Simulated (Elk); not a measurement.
A self-consistent single point of As (P-1, 2 atoms in the cell) with Elk.

Method of the run: PBE, all-electron FP-LAPW, Elk's shipped species files, APW+lo basis with extra local orbitals run with Elk.

The change in words: lattice scaled by 0.98. Reference geometry:
```
As
1.0
    1.87741     1.08392     3.70434
   -1.87741     1.08392     3.70434
    0.00000    -2.16785     3.70434
As
2
Direct
  0.21578   0.22546   0.22706
  0.78422   0.77454   0.77294
```

Reference input (self-consistent single point, DFT, PBE, all-electron FP-LAPW, Elk's shipped species files, APW+lo basis with extra local orbitals): xctype = 20; rgkmax = 7.5; swidth = 0.00367493 Ha; ngridk = 7 7 7; gmaxvr = 14 1/bohr; nxlo = 2; lorbcnd = true; rmtscf = 0.91; lmaxi = 3; maxscl = 100. This run's input differs from it in these lines:

```diff
@@ -31,5 +31,5 @@
 avec
-    3.5477904473    2.0483177698    7.0001824033
-   -3.5477904473    2.0483177698    7.0001824033
-    0.0000000000   -4.0966355395    7.0001824033
+    3.4768350346    2.0073520887    6.8601781336
+   -3.4768350346    2.0073520887    6.8601781336
+    0.0000000000   -4.0147028407    6.8601785247
```

Output, abridged:

```
│ Self-consistent loop started │
│ Loop number : 1 │
 total energy                :     -4528.70918849
│ Loop number : 2 │
 total energy                :     -4528.66013734
RMS change in Kohn-Sham potential (target) :   0.1452920373     (  0.1000000000E-05)
Absolute change in total energy (target)   :   0.4905115355E-01 (  0.1000000000E-03)
│ Loop number : 3 │
 total energy                :     -4525.79374071
RMS change in Kohn-Sham potential (target) :   0.7754796041E-01 (  0.1000000000E-05)
Absolute change in total energy (target)   :    2.878659424     (  0.1000000000E-03)
│ Loop number : 4 │
   [... lines left out ...]
Absolute change in total energy (target)   :   0.3438945223E-03 (  0.1000000000E-03)
│ Loop number : 13 │
 total energy                :     -4522.34867420
RMS change in Kohn-Sham potential (target) :   0.2624072194E-07 (  0.1000000000E-05)
Absolute change in total energy (target)   :   0.1048617023E-03 (  0.1000000000E-03)
│ Loop number : 14 │
 total energy                :     -4522.34867366
RMS change in Kohn-Sham potential (target) :   0.1337091048E-07 (  0.1000000000E-05)
Absolute change in total energy (target)   :   0.2675797987E-04 (  0.1000000000E-03)
Convergence targets achieved

│ Loop number : 15 │

Energies :
 Fermi                       :     0.272099591377
 total energy                :     -4522.34867403

Density of states at Fermi energy :    3.926854610
 (states/Hartree/unit cell)

Estimated indirect band gap :   0.1210735575E-01
 from k-point      4 to k-point     92
Estimated direct band gap   :   0.1870239314E-01
 at k-point     36

Charges :
 core                        :    36.00000000
 valence                     :    30.00000000
 interstitial                :    4.276574130
 muffin-tins (core leakage)
  species :    1 (As)
   atom    1                 :    30.86171294     (  0.5309739350E-03)
   atom    2                 :    30.86171294     (  0.5309739350E-03)
 total in muffin-tins        :    61.72342587
 total calculated charge     :    65.98316176
 total charge                :    66.00000000
 error                       :   0.1683824264E-01

│ Self-consistent loop stopped │
```

The run converged in 15 iterations. The count includes the last loop, which Elk runs after its targets are met. Against the reference run the free energy goes up by 40.6 meV/atom.

The starting cell comes from a database of computed structures (which also holds hypothetical and non-ambient phases and stackings), without a prior relaxation at this level. Its atoms were displaced at random from the sites of space group no. 166. For this run, on top of that: lattice scaled by 0.98. Values depend on the basis (sphere radii, cutoffs, local orbitals), which need not be converged. The log's line on a gap gives a spacing of levels on this mesh, which the program prints for metals too.

Cost on one core of a shared machine: roughly 3 min.
